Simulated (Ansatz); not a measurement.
# Band gap of BeAlNO (model structure, from the AlSiCN type, P3m1, No. 156) at several levels of theory

No measured value is used here.

| level (code) | value (eV) |
|---|---|
| LDA (Ansatz) | 4.45 (direct) |
| PBE (Ansatz) | 4.49 (direct) |
| PBEsol (Ansatz) | 4.38 (direct) |
| r²SCAN (Ansatz) | 5.16 (direct) |
| HSE06 (Ansatz) | 5.97 (direct) |
| PBE0 (Ansatz) | 6.70 (direct) |

Computed values are for a static lattice.  HSE06, PBE0: the gap is read on the k mesh or supercell of the run alone and can be too large. Values are at the PBEsol cell. Cutoffs and k meshes differ between the levels. Ansatz's density-functional and Hartree–Fock values are scalar-relativistic unless marked +SOC, with PAW data made under PBE.

A model structure was made by putting elements into a prototype or built by hand; it is no filed structure, need not be a known phase, and can be a saddle point held by its symmetry.

Ansatz is an electronic-structure program.
